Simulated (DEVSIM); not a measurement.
Structure: abrupt Si p-n junction, at 300 K.

```tsv
layer (left to right)	material	thickness (μm)	Nd (cm⁻³)	Na (cm⁻³)	τn (s)	τp (s)
1	Si	12.0	-	1.7e16	2.4e-5	2.4e-5
2	Si	22.0	5e17	-	2.4e-5	2.4e-6
```

Left contact: ohmic. Right contact: ohmic. Voltage is applied to the left contact. Recombination: SRH at mid-gap. Gap narrowing is on: ΔEg = 6.92 meV × (l + √(l² + 0.5)), l = ln(N/1.3e17 cm⁻³), shared equally by both band edges. Mobility is constant in doping.

Constants are typed, rounded textbook-type inputs, not results; the design itself was drawn at random and stands for no fabricated device. Values at 300 K.

```
parameter           Si
-------------  -------
gap (eV)         1.124
affinity (eV)     4.05
permittivity      11.7
Nc (cm⁻³)      2.86e19
Nv (cm⁻³)       3.1e19
μn (cm²/Vs)       1417
μp (cm²/Vs)        470
```

Model (solved in DEVSIM): 1D drift-diffusion, Boltzmann statistics, complete ionisation; no tunnelling, impact ionisation, image-force lowering or self-heating.

Question: Give the dark reverse current.

Answer: 
```
V (V)   J (A/cm²)
------  ---------
-0.40    -3.4e-10
-1.00    -6.4e-10
-2.00     -1.0e-9
-3.00     -1.3e-9
-4.00     -1.6e-9
-6.00     -2.0e-9
-8.00     -2.4e-9
-10.00    -2.7e-9
```
